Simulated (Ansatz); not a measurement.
The parent structure is AlN in the wurtzite structure (space group P6_3mc, No. 186).

```
AlN
1.0
    3.11381     0.00000     0.00000
   -1.55691     2.69664     0.00000
    0.00000     0.00000     4.98335
Al N
2 2
Direct
  0.33333   0.66667   0.00000
  0.66667   0.33333   0.50000
  0.33333   0.66667   0.38200
  0.66667   0.33333   0.88200
```

The values are results of PBEsol/PAW in Ansatz (a program for electronic structure), without spin-orbit coupling, not measurements.

Before the change:

| Property | Result |
|---|---|
| Band gap | 4.09 eV |
| Valence-band top at Γ | 0.00, -0.22, -0.22 eV |

Modification: the cell is scaled by 1.0060 in all directions, atoms relaxed at fixed cell.

Question: Estimate the effect on the band gap, energy relative to the base and valence-band top at Γ.

Answer: The band gap drops by 0.15 eV (4.09 eV → 3.94 eV); the energy grows by 2.1 meV/atom; the valence-band top at Γ (three highest levels, from the VBM) stays 0.00, -0.22, -0.22 eV.

The cells carry an imposed strain or load. Whether these cells are dynamically stable was not tested.
